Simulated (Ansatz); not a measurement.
Results of r²SCAN+rVV10 (PAW; Ansatz, an electronic-structure program) for 1T (CdI2-type) NiTe₂ (model structure).

Rigid layers of the crystal as relaxed at this level are moved apart or together:

| run | k mesh | layer repeat (Å) | energy against free layers (meV/Å²) | gap on the mesh (eV) |
|---|---|---|---|---|
| 1 | 12×12×8 | 4.97 | -33.49 | 0.000 |
| 2 | 12×12×8 | 5.12 | -37.29 | 0.000 |
| 3 | 12×12×6 | 5.27 | -38.71 | 0.000 |
| 4 | 12×12×6 | 5.47 | -38.04 | 0.000 |
| 5 | 12×12×6 | 5.77 | -34.34 | 0.000 |
| 6 | 12×12×6 | 6.27 | -25.84 | 0.000 |
| 7 | 12×12×6 | 7.27 | -11.70 | 0.000 |
| 8 | 12×12×4 | 9.27 | -3.09 | 0.000 |

The lowest energy of these points lies at a layer repeat of 5.27 Å.

Spin–orbit coupling is not included.

A model structure was made by putting elements into a prototype or built by hand; it is no filed structure, need not be a known phase, and can be a saddle point held by its symmetry.
